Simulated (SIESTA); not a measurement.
Input and output of a self-consistent single point for CaGa2 (P1, 3 atoms in the cell) (SIESTA).

Computed with SIESTA 5.4.2 with GGA PBEsol, numerical atomic orbitals DZP, PseudoDojo PBEsol standard norm-conserving potentials (rewritten from UPF to PSML).

The change in words: atoms moved at random. Reference geometry:
```xyz
3
Lattice="4.2389 0.0000 0.0000 -2.1194 3.6710 0.0000 0.0000 0.0000 4.4164" Properties=species:S:1:pos:R:3 pbc="T T T"
Ca     0.0000     0.0000     0.0000
Ga     0.0000     2.4473     2.2082
Ga     2.1194     1.2237     2.2082
```

Reference input (self-consistent single point, DFT, GGA PBEsol, numerical atomic orbitals DZP, PseudoDojo PBEsol standard norm-conserving potentials (rewritten from UPF to PSML)): XC.functional = GGA; XC.authors = PBEsol; potentials = PseudoDojo PBEsol standard; PAO.BasisSize = DZP; PAO.EnergyShift = 0.01 Ry; MeshCutoff = 350 Ry; kgrid.MonkhorstPack = 7 7 6; OccupationFunction = FD; ElectronicTemperature = 100 meV; MaxSCFIterations = 150; SCF.Mixer.Method = Pulay; SCF.Mixer.Weight = 0.25. This run's input differs from it in these lines:

```diff
@@ -18,5 +18,5 @@
 %block AtomicCoordinatesAndAtomicSpecies
-     0.000000000    0.000000000    0.000000000  1
-    -0.000002119    2.447307890    2.208205000  2
-     2.119432119    1.223652110    2.208205000  2
+     0.030738093   -0.053636397   -0.021649242  1
+    -0.084016325    2.505052091    2.230750773  2
+     2.172708231    1.219544305    2.207308469  2
 %endblock AtomicCoordinatesAndAtomicSpecies
```

The program printed (abridged):

```
        iscf     Eharris(eV)        E_KS(eV)     FreeEng(eV)     dDmax    Ef(eV) dHmax(eV)
   scf:    1    -5197.763395    -5204.197180    -5204.233278  1.165756 -4.049912  3.178553
   scf:    2    -5204.473908    -5204.339001    -5204.374913  0.090835 -4.054204  2.137783
   scf:    3    -5204.534298    -5204.448543    -5204.484018  0.151561 -4.052700  0.051726
   scf:    4    -5204.449112    -5204.448851    -5204.484271  0.006189 -4.045535  0.043115
   scf:    5    -5204.448993    -5204.448939    -5204.484365  0.004919 -4.039786  0.021532
   [... 2 lines left out ...]
   scf:    8    -5204.448936    -5204.448935    -5204.484376  0.000084 -4.040282  0.000121
   scf:    9    -5204.448935    -5204.448935    -5204.484376  0.000012 -4.040286  0.000220
   scf:   10    -5204.448935    -5204.448935    -5204.484376  0.000015 -4.040294  0.000026
   scf:   11    -5204.448935    -5204.448935    -5204.484376  0.000002 -4.040296  0.000000
SCF Convergence by DM+H criterion
max |DM_out - DM_in|         :     0.0000019355
max |H_out - H_in|      (eV) :     0.0000004975
SCF cycle converged after 11 iterations

Using DM_out to compute the final energy and forces

siesta: E_KS(eV) =            -5204.4489

siesta: E_KS - E_eggbox =     -5204.4489

siesta: Atomic forces (eV/Ang):
     1   -0.175558    0.237533    0.145465
     2    1.002078   -0.446273   -0.086037
     3   -0.827786    0.211256   -0.062155
   Tot   -0.001266    0.002517   -0.002727
   Max    1.002078
   Res    0.477592    sqrt( Sum f_i^2 / 3N )
   Max    1.002078    constrained

Stress tensor Voigt[x,y,z,yz,xz,xy] (kbar):      -26.32      -39.05      -31.52       -0.91        0.63      -16.06
(Free)E + p*V (eV/cell)    -5203.0990
Target enthalpy (eV/cell)    -5204.4844

   [... lines left out ...]
siesta: FreeEng =     -5204.484376
siesta: Cell volume =         68.722367 Ang**3
siesta:          32.29831205         56.32398884  kBar
   [... lines left out ...]

              0.084   0.039
   3 13.610   1.162   0.154   0.349   0.697   0.406   0.287   0.009   0.230
              1.998   2.015   2.002   2.014   1.998   0.036   0.091   0.040

              0.082   0.039

mulliken: Qtot =       36.000

Mulliken Atomic Populations:
Atom #   charge [q] valence [e]  Species
     1     1.225191    8.774809  Ca
     2    -0.615560   13.615560  Ga
     3    -0.609631   13.609631  Ga
 Total     0.000000
```

The run converged in 11 iterations. Against the reference run the free energy goes up by 31.0 meV/atom, the pressure goes from 2.73 to 3.23 GPa and the largest force goes from 0.000 to 1.100 eV/Å.

The starting cell comes from a database of computed structures (which also holds hypothetical and non-ambient phases and stackings), without a prior relaxation at this level. For this run, on top of that: atoms moved at random. Values carry the incompleteness of an atom-centred basis. With a pressure of about 3 GPa the cell is away from its equilibrium volume at this level. Forces in this geometry exceed 1 eV/Å.
